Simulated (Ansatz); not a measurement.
**Ir: response to strain**

The parent structure is Ir in the fcc (Cu type) structure (space group Fm-3m, No. 225; a = 3.812 Å; relaxed with 0.1 eV smearing). Axes: x, y, z lie along the cube axes.

Strains are applied to the cell and any free atomic positions relax; under biaxial strain the out-of-plane vector relaxes too.

All numbers come from LDA (Ansatz, a first-principles code), no spin-orbit coupling.

```csv
"biaxial strain, plane normal [001], relaxed out of plane (%)",out-of-plane strain (%)
-3,2.54
-2.5,?
-2,1.66
-1.5,1.24
-1,0.82
-0.5,0.41
0,0.00
```

Fit ε⊥ = −νε + γε² (strains in %) to the rows shown and predict the withheld row.

Least squares on the printed values gives ν = 0.81 (the biaxial Poisson response) and γ = 0.014 (largest residual 0.01 %); this predicts 2.10 %, and the run gives 2.09 %, in agreement.

Stability against distortions was not tested. The final runs are not spin-polarised.
